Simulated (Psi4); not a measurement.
Psi4 1.11, unrestricted WB97X/def2-svpd: B(Cl) cation (BCl), charge +1, multiplicity 2, 2 atoms. The geometry is a generated start, not checked to be a minimum at this level.

| Item | Result |
|---|---|
| task | energy |
| method | wb97x |
| basis | def2-svpd |
| memory | 3 GB |
| maxiter | 100 |
| keys of the molecule block | symmetry c1 |
| scf_type | df (default) |
| e_convergence | 1e-06 (default) |
| d_convergence | 1e-06 (default) |
| dft_radial_points | 75 (default) |
| dft_spherical_points | 302 (default) |
| basis functions | 47 |
| grid points | 43771 |

```xyz
2

B     -0.4626    -0.4511    -0.4541
Cl     0.4626     0.4511     0.4541
```

Charge 1 and multiplicity 2 are set for this test and not shown to be the ground state.

With the defaults (damping_percentage = 0, diis = true, scf_initial_accelerator = adiis, guess = auto, which took SAD, diis_max_vecs = 10, soscf = false, soscf_start_convergence = 0.01) it converges in 9 SCF iterations. One run each on 2 threads, with these changes:
- damping_percentage = 60, diis = false, scf_initial_accelerator = none
- guess = core
- damping_percentage = 60
- diis_max_vecs = 3
- soscf = true, soscf_start_convergence = 0.001
- diis_max_vecs = 20
- scf_initial_accelerator = ediis
- scf_initial_accelerator = none
- guess = modhuckel

Q: Name the settings that don't reach the solution of the defaults.

A: No convergence: damping_percentage = 60; damping_percentage = 60, diis = false, scf_initial_accelerator = none (the run ends without SCF convergence in 100 iterations). The rest reach the solution of the defaults.

```json
[
 {"setting": "soscf = true, soscf_start_convergence = 0.001", "SCF iterations": "6", "JK calls": "17", "end": "same solution"},
 {"setting": "the defaults", "SCF iterations": "9", "JK calls": "10", "end": "same solution"},
 {"setting": "scf_initial_accelerator = none", "SCF iterations": "9", "JK calls": "10", "end": "same solution"},
 {"setting": "diis_max_vecs = 20", "SCF iterations": "9", "JK calls": "10", "end": "same solution"},
 {"setting": "scf_initial_accelerator = ediis", "SCF iterations": "9", "JK calls": "10", "end": "same solution"},
 {"setting": "guess = modhuckel", "SCF iterations": "10", "JK calls": "23", "end": "same solution"},
 {"setting": "guess = core", "SCF iterations": "11", "JK calls": "11", "end": "same solution"},
 {"setting": "diis_max_vecs = 3", "SCF iterations": "11", "JK calls": "12", "end": "same solution"},
 {"setting": "damping_percentage = 60", "SCF iterations": "100", "JK calls": "101", "end": "no convergence"},
 {"setting": "damping_percentage = 60, diis = false, scf_initial_accelerator = none", "SCF iterations": "100", "JK calls": "101", "end": "no convergence"}
]
```

An SOSCF iteration holds several JK calls; a Hückel guess adds calls on atoms.
